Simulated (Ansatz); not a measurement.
Fluorite PbF2 (high-temperature phase) was calculated with PBE (plane waves, PAW; Ansatz, an electronic-structure program).

Run with plane-wave cutoff 520 eV, 8×8×8 k mesh, perturbation theory, scalar-relativistic PAW data made under PBE.

Computed at the level's own relaxed cell.

### Question
Predict the high-frequency dielectric constant and dielectric constant ε0 (ions relaxed).

### Answer

- high-frequency dielectric constant = 3.29
- dielectric constant ε0 (ions relaxed) = 35.6

Spin–orbit coupling is not included; it can shift volumes and moduli of such heavy elements.

The result took very roughly 6 core-minutes.
